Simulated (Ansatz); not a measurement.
# A computed series for InAs: response to strain

Start from InAs in the zinc blende structure (space group F-43m, No. 216; a = 6.0873 Å). Axes: x, y, z lie along the cube axes.

Strains are applied to the cell and any free atomic positions relax.

All numbers come from Ansatz (a first-principles code) PBEsol, spin-orbit coupling left out.

Notes on the quantities. energy relative to the base: free energy F; pressure: mean of the normal stresses, compression positive.

| change | energy relative to the base | pressure | volume per atom |
|---|---|---|---|
| base | 0 meV/atom | 0.0 GPa | 28.20 Å³ |
| uniaxial strain ε_zz = −1.00 % | +0.7 meV/atom | 0.6 GPa | 27.91 Å³ |
| uniaxial strain ε_zz = −0.50 % | +0.2 meV/atom | 0.3 GPa | 28.05 Å³ |
| uniaxial strain ε_zz = +0.50 % | +0.2 meV/atom | -0.3 GPa | 28.34 Å³ |
| uniaxial strain ε_zz = +1.00 % | +0.7 meV/atom | -0.5 GPa | 28.48 Å³ |
| uniaxial strain ε_zz = +1.50 % | +1.5 meV/atom | -0.8 GPa | 28.62 Å³ |
| uniaxial strain ε_zz = +2.00 % | +2.7 meV/atom | -1.1 GPa | 28.76 Å³ |
| uniaxial strain ε_zz = +2.50 % | ? | ? | 28.90 Å³ |
| uniaxial strain ε_zz = +3.00 % | +6.1 meV/atom | -1.5 GPa | 29.04 Å³ |

Problem. Complete the table.

Solution. 
- uniaxial strain ε_zz = +2.50 %, energy relative to the base: +4.2 meV/atom
- uniaxial strain ε_zz = +2.50 %, pressure: -1.3 GPa

The mesh was chosen for an insulator and is coarse for the gapless case. Whether these cells are dynamically stable was not tested. The final runs are not spin-polarised.
